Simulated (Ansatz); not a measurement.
## A self-consistent single point of LuP (I4mm, 2 atoms in the cell) with Ansatz

Method of the run: LDA (PW92), default PAW files made with PBE (plane waves; Ansatz, a program for electronic structure).

Input as run:

Ansatz 0.2 input:
```yaml
# LuP
crystal:
  lattice:
    - [0.00000000, 2.74804600, 2.74804600]
    - [2.74804600, 0.00000000, 2.74804600]
    - [2.74804600, 2.74804600, 0.00000000]
  atoms:
    - { symbol: Lu, position: [0.00909700, 0.00909700, -0.00909700] }
    - { symbol: P, position: [0.50000000, 0.50000000, 0.50000000] }
basis:
  ecutwfc: 30.9 Ry
kpoints:
  mp_grid: { grid: [10, 10, 10] }
hamiltonian:
  xc: lda
  pseudopotentials: { kind: paw }
scf:
  occupations: { method: fermi_dirac, width: 0.0073 Ry }
output:
  forces: true
  eigenvalues: true
  stress: true
```

The program printed (abridged):

```
WARN ansatz: RAYON_NUM_THREADS=1 ignored (pool sized by the plan → 1); use --threads N
Pseudopotentials: kind: paw
Pseudopotential: Lu, paw, valence charge 25
Pseudopotential: P, paw, valence charge 5
Crystal: 2 atoms, lattice volume = 41.505 Å³
Basis set: ecut = 420.4159175005146 eV, 869 PW (Γ)
Bands: 19, of which v1, the nominal top of the filled ones, is band 15 counted from 1 (14 counted from 0)
Symmetry: 8 space group operations
Space group: I4mm (ITA 107), of the structure as read, at distance tolerance 3.5e-5 Å
k-points: 102 of 1000 (time reversal used)
PAW frozen core: Lu, regenerated for the run's functional, and the local potential with it
PAW frozen core: P, regenerated for the run's functional, and the local potential with it
Initial density: superposition of atomic densities (neutral atoms: chi_scale 0, normalization atom), corrected by the library's trained network
Initial wavefunctions: pseudopotential atomic-orbital guess
Eigensolver: davidson
Functional: x = slater, c = lda
SCF iter   1: F=—  HF=-15222.188447 eV  |F-HF|=—  |Δ(HF+E_count)|=         —  Δρ=4.74e-3  dr2=9.69e-3  ethr=1.77e-3  ⟨swp⟩=5.8  Hψ=11085  notcnv=0
all-band conjugate gradients solve this SCF's bands
preconditioner: auto → Kerker (q_TF=auto, 2.585 Å⁻¹)
SCF iter   2: F=—  HF=-15222.185278 eV  |F-HF|=—  |Δ(HF+E_count)|=   3.17e-3  Δρ=2.92e-3  dr2=3.21e-3  ethr=3.23e-5  ⟨swp⟩=2.2  Hψ=4490  notcnv=0
SCF iter   3: F=—  HF=-15222.184848 eV  |F-HF|=—  |Δ(HF+E_count)|=   4.31e-4  Δρ=1.59e-3  dr2=1.15e-3  ethr=1.07e-5  ⟨swp⟩=3.0  Hψ=4226  notcnv=0
SCF iter   4: F=—  HF=-15222.184224 eV  |F-HF|=—  |Δ(HF+E_count)|=   6.24e-4  Δρ=3.67e-4  dr2=3.76e-5  ethr=3.82e-6  ⟨swp⟩=2.9  Hψ=4394  notcnv=0
SCF iter   5: F=—  HF=-15222.184234 eV  |F-HF|=—  |Δ(HF+E_count)|=   1.00e-5  Δρ=7.05e-5  dr2=1.66e-6  ethr=1.25e-7  ⟨swp⟩=2.1  Hψ=3520  notcnv=0
SCF iter   6: F=—  HF=-15222.184231 eV  |F-HF|=—  |Δ(HF+E_count)|=   2.94e-6  Δρ=2.21e-5  dr2=1.78e-7  ethr=5.54e-9  ⟨swp⟩=3.2  Hψ=4398  notcnv=0
SCF iter   7: F=-15222.184231 eV  HF=-15222.184231 eV  |F-HF|=2.30e-8  |Δ(HF+E_count)|=   5.81e-8  Δρ=1.31e-5  dr2=5.58e-8  ethr=3.33e-10  ⟨swp⟩=9.4  Hψ=13076  notcnv=0
SCF 1 converged in 7 iterations: F = -15222.184231 eV  dr2 = 5.58e-8
SCF converged after 7 iterations
Free energy (F): -15222.184231 eV
Harris-Foulkes:  -15222.184231 eV  (|F-HF|=2.30e-8)
Internal energy: -15222.175653 eV  (E = F + TS)
E sigma→0 (E₀):  -15222.179942 eV
Entropy (-TS):   -0.008578 eV (-4.289 meV/atom)
Fermi energy:    12.478801 eV
--- Per-component energies (eV) ---
  E_band       = 8.846095
  E_kinetic    = 491.941630
  E_local      = -7123.859005  (includes V_loc(G=0)·N_el)
  E_nonlocal   = 621.929137
  E_hartree    = 3001.229306
  E_xc         = -279.282822
  E_vxc        = -320.978901  (∫ρ·V_xc dr)
  E_paw        = -7675.933827  (= ΣΔE_a)
  E_vpaw       = 337.375565  (= ΣTr[D̂ρ^β])
  E_aug_tail   = 0.000032  (compensation charges beyond the density's cutoff)
  E_ewald      = -4260.636091
  E_core_change = 2.435986  (= ΣΔE_core)
  E_smearing   = -0.008578  (= −TS)
  E_closure    = -0.000000  (closes the sum)
  Σ components = -15222.184231   (vs F -15222.184231, Δ=0.00e0)
--- Forces (eV/Å), atoms counted from 1 ---
  atom   1  Lu     0.00000000     0.00000000    -0.27680631
  atom   2  P     -0.00000000     0.00000000     0.27681814
  max |Σ_I F_I| component: 1.18e-5 eV/Å
--- Stress (GPa, compression-positive) ---
       -5.267078       0.000000       0.000000
        0.000000      -5.267078       0.000000
        0.000000       0.000000      -4.945422
  P = ⅓ Tr σ = -5.1599 GPa (-51.599 kbar)
  The stress holds the Pulay correction. Without it, at fixed plane waves, as pw.x and ABINIT print it: P = -5.2069 GPa
--- Band table (eV; the first three rows and the last of 102) ---
  k-point 0: bands = ["-43.1497", "-13.7962", "-13.7952", "-13.7952", "1.3663", "7.9210", "7.9212", "7.9212", "7.9725", "8.0309", "8.0309", "8.0310", "13.0811", "13.0811", "13.0878", "13.9787", "14.0186", "14.0186", "14.8525"]
  k-point 1: bands = ["-43.1491", "-13.8149", "-13.7979", "-13.7973", "1.5114", "7.9155", "7.9273", "7.9274", "7.9748", "8.0265", "8.0266", "8.0311", "12.0415", "12.4552", "12.4773", "14.2289", "14.2453", "14.3884", "15.6328"]
  k-point 2: bands = ["-43.1477", "-13.8651", "-13.8034", "-13.8027", "1.9226", "7.8981", "7.9454", "7.9454", "7.9812", "8.0156", "8.0156", "8.0316", "10.5334", "11.5866", "11.5940", "14.6667", "14.7738", "14.7760", "17.0845"]
  k-point 101: bands = ["-43.1419", "-13.9636", "-13.8625", "-13.8625", "2.8830", "7.9460", "7.9460", "7.9933", "8.0065", "8.0098", "8.0098", "8.0148", "9.3766", "11.7552", "11.7552", "11.8061", "15.6888", "16.1455", "18.1035"]
```

The run converged in 7 iterations.

The starting cell comes from a database of computed structures (which also holds hypothetical and non-ambient phases and stackings), without a prior relaxation at this level. Its lattice was rescaled by up to half a per cent. One atom was moved a little off its site on purpose. Spin-orbit coupling is off. With a pressure of about -5 GPa the cell is away from its equilibrium volume at this level. Ansatz's pressure includes its estimate of the finite-basis (Pulay) stress. The run gives no clean gap (levels at the Fermi energy touch, overlap or are partly filled at this smearing), which alone does not show that the compound is a metal.
